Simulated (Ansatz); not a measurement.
The parent structure is a 14-atom supercell of CsI in the CsCl type structure (space group Pm-3m, No. 221; a = 4.667 Å) at its relaxed geometry.

The values are results of Kohn–Sham DFT with the PBE functional, run in Ansatz (a first-principles code) with PAW and 420 eV plane waves, scalar-relativistic without spin-orbit coupling, not measurements.

Base values:

- Pressure = 0.0 GPa

The change: a neutral Li interstitial (started 2.61 Å from the nearest host atom), atoms relaxed at fixed cell, starting from a slightly rattled geometry.

Problem. What does the calculation give for the final site of the added atom after the change?

Solution. The final site of the added atom amounts to 2 I at 2.62–2.64 Å (bent).

Problem. What happens to the largest displacement of a host atom from its site in the perfect cell?

Solution. The largest displacement of a host atom from its site in the perfect cell comes out as 0.79 Å.

Problem. What does the calculation give for the pressure after the change?

Solution. The pressure goes from zero to 0.8 GPa.

The magnetic state is the one reached from the starting moments; the real material's order can differ, and small cells can't hold many antiferromagnetic ones. The cell is small, so the values are those of an ordered compound at a high defect concentration; dilute-limit values will differ. A case with no gap was solved on a k-mesh chosen for an insulator, which is coarse for it. The defect cell is spin-polarised and ends with 1.0 μB.
